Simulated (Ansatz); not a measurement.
LaHfNO2 (model structure, started from the LaTiNO2 type, I2₁2₁2₁, No. 24, 10 atoms in the cell): band gap by level of theory

No measured value is used here.

```tsv
level (code)	value (eV)
LDA (Ansatz)	2.34
PBE+SOC (Ansatz)	2.48 (indirect)
PBEsol+SOC (Ansatz)	2.38 (indirect)
r²SCAN+SOC (Ansatz)	2.89 (indirect)
HSE06 (Ansatz)	3.58
```

Computed values are for a static lattice. Spin–orbit coupling is included only where a level's name says +SOC; with heavier elements it mostly lowers gaps and can invert bands.  PBE+SOC, PBEsol+SOC, r²SCAN+SOC: the gap is read on the k mesh or supercell of the run alone and can be too large. Values are at the PBEsol cell. Cutoffs and k meshes differ between the levels. Ansatz's density-functional and Hartree–Fock values are scalar-relativistic unless marked +SOC, with PAW data made under PBE.

A model structure was made by putting elements into a prototype or built by hand; it is no filed structure, need not be a known phase, and can be a saddle point held by its symmetry.

Ansatz is a quantum-chemistry and plane-wave program.
